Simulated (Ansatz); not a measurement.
Data:

```
CaF2
1.0
    3.65798     0.00000     0.00000
    0.00000     3.65798     0.00000
    1.82899    -1.82899     2.80480
Ca F
1 2
Direct
  0.00000   0.00000   0.00000
  0.75000   0.75000   0.50000
  0.25000   0.25000   0.50000
```

No spin polarisation.

Computed with DFT with r2SCAN, PAW potentials and a 500 eV plane-wave cutoff in Ansatz (an electronic-structure program), scalar-relativistic without spin-orbit coupling. Γ-centred 11×11×11 mesh, Fermi–Dirac width 0.05 eV.

Task: Predict the electron mass, smallest direct gap, in-plane stress and gap character.

Result: The electron mass is 0.60 mₑ (at Γ), the smallest direct gap is 8.32 eV and the mean in-plane stress (compression positive) is +10.9 GPa. The gap character comes out as indirect, X → Γ.

The cells carry an imposed strain or load. Masses are band curvatures over ±0.01 Å⁻¹ around the edge. Whether these cells are dynamically stable was not tested. The cell was made from CaF2 in the fluorite structure (space group Fm-3m, No. 225) by this change: biaxial strain −4.89 %, plane normal [001], relaxed out of plane.
